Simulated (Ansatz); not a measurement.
An Ansatz (an electronic-structure program) run: BaTiO3 with a change (Ti → Zr); plane-wave PAW DFT at the PBE level (Ansatz, 420 eV), without spin-orbit coupling, earlier PAW set.

Input:

Ansatz 0.2 input:
```yaml
crystal:
  lattice:
    - [4.2271966449, 0, 0]
    - [0, 4.2271966449, 0]
    - [0, 0, 4.2271966449]
  atoms:
    - { symbol: Ba, position: [0, 0, 0] }
    - { symbol: Zr, position: [0.5, 0.5, 0.5] }
    - { symbol: O, position: [0, 0.5, 0.5] }
    - { symbol: O, position: [0.5, 0.5, 0] }
    - { symbol: O, position: [0.5, 0, 0.5] }
basis: { ecutwfc: 420, ecutrho_ratio: 4, xc_grid: 2, fft_grid_basis: typed }
kpoints: { mp_grid: { grid: [8, 8, 8] } }
hamiltonian:
  xc: pbe
  dispersion: none
  pseudopotentials: { azcp: { folder: ./paw }, kind: paw }
scf: { occupations: { method: fermi_dirac, width: 0.05 }, convergence: { dr2_threshold: 0.0000000005 } }
output: { forces: true, stress: true }
checkpoint: { write: state.ck, write_every: 1000 }
```

Output (explanatory and most iteration lines left out):

```
Pseudopotential: Ba, paw, valence charge 10
Pseudopotential: Zr, paw, valence charge 12
Pseudopotential: O, paw, valence charge 6
Crystal: 5 atoms, lattice volume = 75.537 Å³
Basis set: ecut = 420 eV, 1419 PW (Γ), exchange–correlation on 60×60×60 points (8 copies of the dense FFT grid, shifted against one another)
Bands: 25, of which v1, the nominal top of the filled ones, is band 20 counted from 1 (19 counted from 0)
Symmetry: 48 space group operations
Space group: Pm-3m (ITA 221), of the structure as read, at distance tolerance 4.2e-5 Å
k-points: 35 of 512
Functional: x = pbe(κ = 0.804, μ = 0.2195149727645171), c = pbe(β = 0.06672455060314922)
SCF iter   1: F=—  HF=-11844.964384 eV  |F-HF|=—  |Δ(HF+E_count)|=         —  Δρ=5.03e-2  dr2=1.36e0  ethr=3.10e-3  ⟨swp⟩=8.4  Hψ=4871  notcnv=0
SCF iter   2: F=—  HF=-11844.871753 eV  |F-HF|=—  |Δ(HF+E_count)|=   9.26e-2  Δρ=2.30e-2  dr2=4.23e-1  ethr=3.10e-3  ⟨swp⟩=2.4  Hψ=1608  notcnv=0  defer=33
SCF 1 converged in 9 iterations: F = -11844.892719 eV  dr2 = 1.13e-10
SCF converged after 9 iterations
Free energy (F): -11844.892719 eV
Internal energy: -11844.892719 eV  (E = F + TS)
E sigma→0 (E₀):  -11844.892719 eV
Fermi energy:    11.109218 eV
--- Forces (eV/Å), atoms counted from 1 ---
  atom   1  Ba    -0.00000000     0.00000000     0.00000000
  atom   2  Zr     0.00000000    -0.00000000    -0.00000000
  atom   3  O      0.00000000     0.00000000    -0.00000000
  atom   4  O      0.00000000     0.00000000     0.00000000
  atom   5  O      0.00000000    -0.00000000     0.00000000
--- Stress (GPa, compression-positive) ---
        0.002511       0.000000       0.000000
        0.000000       0.002511       0.000000
        0.000000       0.000000       0.002511
  P = ⅓ Tr σ = 0.0025 GPa (0.025 kbar)
```

Stability against distortions was not tested. The cell was made from BaTiO3 by this change: Ti → Zr. Many cubic perovskites are stable only at high temperature; tilts and polar distortions were not tested.
